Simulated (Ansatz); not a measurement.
We consider MgS (F-43m, No. 216, 2 atoms in the cell; start mp-13032; metastable phase), described by PBE0 (PAW; Ansatz, a first-principles code).

Numerical settings: plane-wave cutoff 460 eV, 8×8×8 k mesh, Fermi–Dirac smearing 0.01 eV, scalar-relativistic PAW data made under PBE.

Cell (relaxed with PBEsol):

```
CELL_PARAMETERS angstrom
      0.00000     2.82578     2.82578
      2.82578     0.00000     2.82578
      2.82578     2.82578     0.00000
ATOMIC_POSITIONS crystal
  Mg 0.00000 0.00000 0.00000
  S  0.75000 0.75000 0.75000
```

Problem. Predict the band gap.

Solution. 
- band gap: 5.24 eV (on the SCF k mesh) (direct)

Note: cell and atoms aren't relaxed at this level (pressure 0.3 GPa).

Computed values are for the static lattice.

It cost roughly 50 core-seconds of CPU time.

A start named mp-… is a Materials Project structure, which need not be a measured phase.
